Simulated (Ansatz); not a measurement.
The starting structures come from a database of crystals and need not be the phases stable at ambient conditions.

Tunnelling through a barrier is set by its complex band structure: the current falls as exp(−2κd) with the smallest κ.

```yaml
crystal:
  lattice:
    - [7.53701, 0.00000, 0.00000]
    - [-3.76851, 7.80268, 0.00000]
    - [0.00000, 2.46240, 5.68887]
  atoms:
    - { symbol: Cs, position: [0.01789, 0.70278, 0.14861] }
    - { symbol: Cs, position: [0.98211, 0.29722, 0.85139] }
    - { symbol: Cs, position: [0.31511, 0.29722, 0.35139] }
    - { symbol: Cs, position: [0.68489, 0.70278, 0.64861] }
    - { symbol: Si, position: [0.50000, 0.00000, 0.75000] }
    - { symbol: Si, position: [0.50000, 0.00000, 0.25000] }
    - { symbol: P, position: [0.26393, 0.82802, 0.58599] }
    - { symbol: P, position: [0.73607, 0.17198, 0.41401] }
    - { symbol: P, position: [0.43591, 0.17198, 0.91401] }
    - { symbol: P, position: [0.56409, 0.82802, 0.08599] }
```

Space group of this cell: Ibam. The cell is taken as given; by PBEsol its mean pressure is -0.8 GPa.

Transport runs along the normal of the first two printed cell vectors.

The gap is the functional's own, uncorrected, and κ follows it; spin-orbit coupling is left out. Mid-gap values are interpolated between the computed energies.

Question: State the band gap and the smallest decay constant κ at mid-gap according to PBEsol (Ansatz, a quantum-chemistry and plane-wave program).

Answer: Gap 1.23 eV on a 6×6×6 mesh; κ = 0.186 1/Å, at the zone centre.
